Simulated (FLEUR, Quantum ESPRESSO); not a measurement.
A Quantum ESPRESSO input for a self-consistent single point of GaIr (Pm-3m, 2 atoms in the cell) (DFT, PBEsol, plane waves, PseudoDojo standard norm-conserving (PBESOL) pseudopotentials):

```fortran
&CONTROL
  calculation = 'scf',
  prefix = 'scf',
  outdir = './tmp/',
  pseudo_dir = './',
  tprnfor = .true.,
  tstress = .true.,
/
&SYSTEM
  ibrav = 1,
  celldm(1) = 5.6085748571,
  nat = 2,
  ntyp = 2,
  ecutwfc = 80,
  occupations = 'smearing',
  smearing = 'gauss',
  degauss = 0.0073499,
/
&ELECTRONS
  conv_thr = 1.0d-9,
  mixing_beta = 0.4,
/
ATOMIC_SPECIES
Ga    69.7230  Ga.upf
Ir   192.2170  Ir.upf
ATOMIC_POSITIONS {crystal}
Ga    0.0000000000    0.0000000000    0.0000000000
Ir    0.5000000000    0.5000000000    0.5000000000
K_POINTS {automatic}
9 9 9  0 0 0
```

### Question
Translate this input to FLEUR.

### Answer
This is the input that was run; spellings and numerical settings could be chosen otherwise.

Input of the input generator:

```
GaIr
&input film=f /
5.6085748571 0.0000000000 0.0000000000
0.0000000000 5.6085748571 0.0000000000
0.0000000000 0.0000000000 5.6085748571
1.0
1.0 1.0 1.0

2
31 0.0000000000 0.0000000000 0.0000000000
77 0.5000000000 0.5000000000 0.5000000000

&comp jspins=1 /
&exco xctyp='PBEs' /
&kpt div1=9 div2=9 div3=9 /
&end /
```

```xml
<?xml version="1.0" encoding="UTF-8" standalone="no"?>
<fleurInput fleurInputVersion="0.39">
   <comment>
      GaIr                                                                                                
   </comment>
   <calculationSetup>
      <cutoffs Kmax="4.3" Gmax="12.9" GmaxXC="12.9" numbands="0"/>
      <scfLoop itmax="60" minDistance="0.00001" maxIterBroyd="40" imix="Anderson" alpha="0.05" precondParam="0.0" spinf="2.0"/>
      <coreElectrons ctail="T" frcor="F" kcrel="0" coretail_lmax="0"/>
      <xcFunctional name="PBEs" relativisticCorrections="F"/>
      <magnetism jspins="1"/>
      <soc l_soc="F" theta="0.0" phi="0.0" spav="F"/>
      <expertModes spex="0" secvar="F"/>
      <geometryOptimization l_f="T" forcealpha="1.0" forcemix="BFGS" epsdisp="0.00001" epsforce="0.00001"/>
      <ldaU l_linMix="F" mixParam="0.05" spinf="1.0"/>
   </calculationSetup>
   <cell>
      <bzIntegration valenceElectrons="28.0" mode="gauss" fermiSmearingEnergy="0.00367493">
         <kPointListSelection listName="default-1"/>
         <!-- k-points included here -->
         <xi:include xmlns:xi="http://www.w3.org/2001/XInclude" href="kpts.xml"> </xi:include>
      </bzIntegration>
      <!-- symmetry operations included here -->
      <xi:include xmlns:xi="http://www.w3.org/2001/XInclude" href="sym.xml"> </xi:include>
      <bulkLattice scale="1.0">
         <bravaisMatrix>
            <row-1>    5.6085748570999998     0.0000000000000000     0.0000000000000000</row-1>
            <row-2>    0.0000000000000000     5.6085748570999998     0.0000000000000000</row-2>
            <row-3>    0.0000000000000000     0.0000000000000000     5.6085748570999998</row-3>
         </bravaisMatrix>
      </bulkLattice>
   </cell>
   <atomSpecies>
      <species name="Gallium (Ga)" element="Ga" atomicNumber="31">
         <mtSphere radius="2.32" gridPoints="801" logIncrement="0.015"/>
         <atomicCutoffs lmax="10" lnonsphr="8"/>
         <electronConfig flipSpins="F">
            <coreConfig>(1s1/2) (2s1/2) (2p1/2) (2p3/2) (3s1/2) (3p1/2) (3p3/2)</coreConfig>
            <valenceConfig>(4s1/2) (3d3/2) (3d5/2) (4p1/2) (4p3/2)</valenceConfig>
            <stateOccupation state="(4p1/2)" spinUp="0.1666666666667" spinDown="0.1666666666667"/>
            <stateOccupation state="(4p3/2)" spinUp="0.3333333333333" spinDown="0.3333333333333"/>
         </electronConfig>
         <energyParameters s="4" p="4" d="3" f="4"/>
         <lo type="HELO" l="2" n="4" eDeriv="0"/>
      </species>
      <species name="Iridium (Ir)" element="Ir" atomicNumber="77">
         <mtSphere radius="2.32" gridPoints="801" logIncrement="0.017"/>
         <atomicCutoffs lmax="10" lnonsphr="8"/>
         <electronConfig flipSpins="F">
            <coreConfig>(1s1/2) (2s1/2) (2p1/2) (2p3/2) (3s1/2) (3p1/2) (3p3/2) (4s1/2) (3d3/2) (3d5/2) (4p1/2) (4p3/2) (5s1/2) (4d3/2) (4d5/2) (4f5/2) (4f7/2)</coreConfig>
            <valenceConfig>(5p1/2) (5p3/2) (6s1/2) (5d3/2) (5d5/2)</valenceConfig>
            <stateOccupation state="(5d3/2)" spinUp="1.4" spinDown="1.4"/>
            <stateOccupation state="(5d5/2)" spinUp="2.1" spinDown="2.1"/>
         </electronConfig>
         <energyParameters s="6" p="6" d="5" f="5"/>
         <lo type="SCLO" l="1" n="5" eDeriv="0"/>
      </species>
   </atomSpecies>
   <atomGroups>
      <atomGroup species="Gallium (Ga)">
         <relPos label="                   1">.0000000000 .0000000000 .0000000000</relPos>
         <force calculate="T" relaxXYZ="TTT"/>
      </atomGroup>
      <atomGroup species="Iridium (Ir)">
         <relPos label="                   2">1.000/2.000 1.000/2.000 1.000/2.000</relPos>
         <force calculate="T" relaxXYZ="TTT"/>
      </atomGroup>
   </atomGroups>
   <output dos="F" band="F" slice="F">
      <checks vchk="F" cdinf="F"/>
      <bandDOS minEnergy="-.5*Htr" maxEnergy="0.5*Htr" sigma="0.015" storeEVData="T"/>
      <vacuumDOS vacdos="F" integ="F" star="F" nstars="0" locx1="0.0" locy1="0.0" locx2="0.0" locy2="0.0" nstm="0" tworkf="0.0"/>
      <unfoldingBand unfoldBand="F" supercellX="1" supercellY="1" supercellZ="1"/>
      <plotting iplot="0" polar="F">
         <plot TwoD="T" vec1="  1.0  0.0  0.0" vec2="  0.0  1.0  0.0" vec3="  0.0  0.0  1.0" zero="  0.0  0.0  0.0" file="plot"/>
      </plotting>
      <chargeDensitySlicing numkpt="0" minEigenval="0.0" maxEigenval="0.0" nnne="0" pallst="F"/>
      <specialOutput eonly="F"/>
      <magneticCircularDichroism mcd="F" energyLo="-10.0" energyUp="0.0"/>
   </output>
  <!-- We include the file relax.xml here to enable relaxations (see documentation) -->
  <xi:include xmlns:xi="http://www.w3.org/2001/XInclude" href="relax.xml"> <xi:fallback/> </xi:include>
</fleurInput>
```

Basis, cutoffs, solver keys and any potentials are the target program's own. This input uses DFT, PBEsol, all-electron FLAPW (FLEUR), scalar-relativistic valence.

The starting cell comes from a database of computed structures (which also holds hypothetical and non-ambient phases and stackings), without a prior relaxation at this level. For this run, on top of that: lattice scaled by 0.98.
